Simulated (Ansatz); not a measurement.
The reference is Na in the bcc (W type) structure (space group Im-3m, No. 229; a = 4.222 Å). Axes: x, y, z lie along the cube axes.

Level of theory: r2SCAN/PAW in Ansatz (an electronic-structure program), spin-orbit coupling left out, earlier PAW set.

For the base:

Shortest interatomic distance: 3.657 Å
Band gap: zero

Modification: a free-standing slab of 4 layers (4 atoms, 1 a layer) is cut normal to [110], with 15 Å of vacuum and the in-plane cell held at bulk.

### Question
What happens to the excess energy per area of both faces, shortest interatomic distance, band gap, change of the spacing d23 from its bulk value of 2.986 Å and change of the spacing d12 from its bulk value of 2.986 Å?

### Answer
The excess energy per area of both faces (slab less bulk energy over the cell's area: twice a surface energy) is 0.47 J/m² (uncertain by up to 0.05 J/m²); the shortest interatomic distance falls by 0.0474 Å, from 3.657 Å to 3.609 Å; the band gap remains zero; the change of the spacing d23 from its bulk value of 2.986 Å is -0.9 %; the change of the spacing d12 from its bulk value of 2.986 Å comes out as -2.0 %.

The excess energy carries the mismatch between the slab's and the bulk's meshes. Whether these cells are dynamically stable was not tested.
